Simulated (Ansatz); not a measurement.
The starting structures come from a database of crystals and need not be the phases stable at ambient conditions.

Inside the gap of an insulator the Bloch states are evanescent, with a wavenumber k + iκ along the transport direction.

```xyz
4
Lattice="4.1547 0.0000 0.0000 0.0000 5.8458 0.0000 0.0000 0.0824 4.1113" Properties=species:S:1:pos:R:3 pbc="T T T"
Ag     1.0387     1.4675     3.2540
Ag     3.1160     4.4607     0.8573
Br     3.1160     1.5158     1.1383
Br     1.0387     4.4124     2.9730
```

Space group of this cell: P2_1/m. The cell is taken as given; by PBEsol its mean pressure is -3.7 GPa.

Transport runs along the normal of the first two printed cell vectors.

The gap is the functional's own. No spin-orbit coupling. Mid-gap values are interpolated on the energy grid.

Question: Compute, with PBEsol (Ansatz, a program for electronic structure), the band gap and the smallest decay constant κ at mid-gap.

Answer: Gap 0.49 eV on a 8×6×8 mesh; κ = 0.104 1/Å, at the zone centre.
